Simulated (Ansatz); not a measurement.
The starting structures come from a database of crystals and need not be the phases stable at ambient conditions.

The decay constant κ of evanescent states in the gap governs leakage through a thin film.

Consider the following.

```
CELL_PARAMETERS angstrom
      7.37567     0.00000     0.00000
      1.03285     9.62682     0.00000
      1.19717    -1.96288     3.51763
ATOMIC_POSITIONS crystal
  Rb 0.33302 0.30051 0.13400
  Rb 0.66698 0.69949 0.86600
  Sb 0.87356 0.31314 0.87636
  Sb 0.12644 0.68686 0.12364
  Sb 0.18918 0.88859 0.79400
  Sb 0.81082 0.11141 0.20600
```

Space group of this cell: C2/m. The cell is taken as given.

Transport runs along the normal of the first two printed cell vectors.

The gap is the functional's own. No spin-orbit coupling. Mid-gap values are interpolated on the energy grid.

Question: Give the band gap and the smallest decay constant κ at mid-gap that r2SCAN (Ansatz, an electronic-structure program) yields.

Answer: Gap 0.63 eV on a 8×8×8 mesh; κ = 0.097 1/Å, at (0.000, 0.500) of the in-plane reciprocal vectors. At the zone centre, at the nearest computed energy, the slowest state has κ = 0.18 1/Å.
